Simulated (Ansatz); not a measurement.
NaH (model structure, started from the CsCl type, Pm-3m, No. 221, 2 atoms in the cell), treated with HSE06 (Ansatz, a program for electronic structure, plane waves, PAW).

Settings: plane-wave cutoff 460 eV, 8×8×8 k mesh, Fermi–Dirac smearing 0.01 eV, scalar-relativistic PAW data made under PBE.

Cell (relaxed with PBEsol):

NaH has the cubic space group Pm-3m (No. 221), the CsCl type structure, Pearson symbol cP2. Lattice parameters: a = b = c = 2.937 Å, α = β = γ = 90.00°. Na on 1a is coordinated by 8 H at 2.544 Å (cubic). H on 1b is coordinated by 8 Na at 2.544 Å (cubic). (Neighbours: up to the widest gap in distance over summed covalent radii, below 1.35, at either atom; cation-cation and far metal-metal contacts left out.)

Question: Predict the band gap, smallest direct gap on the k points sampled and Γ–Γ gap.

Answer: 
* **band gap**: 1.88 eV (on the SCF k mesh) (indirect)
* **smallest direct gap on the k points sampled**: 5.70 eV
* **Γ–Γ gap**: 16.81 eV

Note: the relaxation could raise the start's symmetry but not lower it, so the cell can be a saddle point.

Computed values are for the static lattice.

The result took roughly 40 core-seconds.

A model structure was made by putting elements into a prototype or built by hand; it is no filed structure, need not be a known phase, and can be a saddle point held by its symmetry.
